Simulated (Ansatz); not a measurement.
# Quick settings and what they miss: Y3Zn2Au4 (Amm2, 9 atoms in the cell)

Self-consistent single point.

```xyz
9
Lattice="3.8954 0.0000 0.0000 0.0000 6.4439 3.8161 0.0000 -6.4439 3.8161" Properties=species:S:1:pos:R:3 pbc="T T T"
Y      0.0000     0.0000     3.1721
Y      0.0000     2.4696     6.0593
Y      0.0000    -2.4696     6.0593
Zn     1.9477    -1.6494     0.9984
Zn     1.9477     1.6494     0.9984
Au     1.9477    -2.2607     3.7119
Au     1.9477     2.2607     3.7119
Au     0.0000     0.0000     0.2064
Au     1.9477     0.0000     5.6134
```

Method: LDA (PW92), default PAW files made with PBE (plane waves; Ansatz, a quantum-chemistry and plane-wave program).

Base settings: basis.ecutwfc = 420 eV; kpoints.mp_grid.grid = 7 4 4; kpoints.mp_grid.shift = 0.5 0.5 0.5; hamiltonian.xc = lda; hamiltonian.pseudopotentials = {kind: paw} (the program's default PAW files); scf.occupations.method = gaussian; scf.occupations.width = 0.1 eV.

Tight run (finer mesh or higher cutoff; not a proven limit): basis.ecutwfc: 420 eV → 590 eV; kpoints.mp_grid.grid: 7 4 4 → 10 6 6; scf.convergence.dr2_threshold: default (1e-07 eV) → 1e-09 eV. It gave Fermi level (on the code's own zero) 13.68 eV; pressure -7.61 GPa; largest force (vector length) 0.087 eV/Å.

Quick runs, as changes from the base:
- A: the base itself
- B: basis.ecutwfc: 420 eV → 295 eV; kpoints.mp_grid.grid: 7 4 4 → 4 4 4; scf.occupations.method: gaussian → methfessel_paxton; scf.occupations.width: 0.1 eV → 0.272 eV
- C: kpoints.mp_grid.grid: 7 4 4 → 4 4 4; hamiltonian.xc: lda → pbesol [PBEsol]
- D: basis.ecutwfc: 420 eV → 250 eV; kpoints.mp_grid.grid: 7 4 4 → 1 1 1; hamiltonian.xc: lda → pbesol; scf.occupations.method: gaussian → cold; scf.occupations.width: 0.1 eV → 0.272 eV [PBEsol]
- E: basis.ecutwfc: 420 eV → 335 eV; kpoints.mp_grid.grid: 7 4 4 → 6 6 6; hamiltonian.xc: lda → pbesol; scf.convergence.dr2_threshold: default (1e-07 eV) → 0.001 eV [PBEsol]

Energies are extrapolated to zero smearing width, which holds to low order in the width alone.

Dashes: energy of C, D, E, another energy zero.

† marks runs with another functional, U, potentials or spin treatment: their distance from the tight run is not a convergence error alone.

The count of work is k-points × plane waves × bands × iterations; it is no time. 

Pressures in the table are Ansatz's without its Pulay estimate, at a fixed set of plane waves; the tight run's value above holds the estimate.

The starting cell comes from a database of computed structures (which also holds hypothetical and non-ambient phases and stackings), without a prior relaxation at this level. Its lattice was rescaled by a random factor within 2.5 % of one. In the base run, with a pressure of about -8 GPa the cell is away from its equilibrium volume at this level.

```tsv
run	energy less tight (meV/atom)	pressure less tight (GPa)	largest miss in a force vector (eV/Å)	count of work / tight
A	3.0	0.07	0.043	0.19
B	120.2	-7.98	0.196	0.064
C†	–	3.15	0.225	0.11
D†	–	-37.18	2.473	0.0045
E†	–	1.88	0.072	0.15
```

Among the runs at the tight run's level, the energy misses run from 3.0 to 120.2 meV/atom.

Left out of this page: 1 run of the series outside the window shown, repeating another row's setting, or not comparable.

Keys are those of Ansatz 0.2.
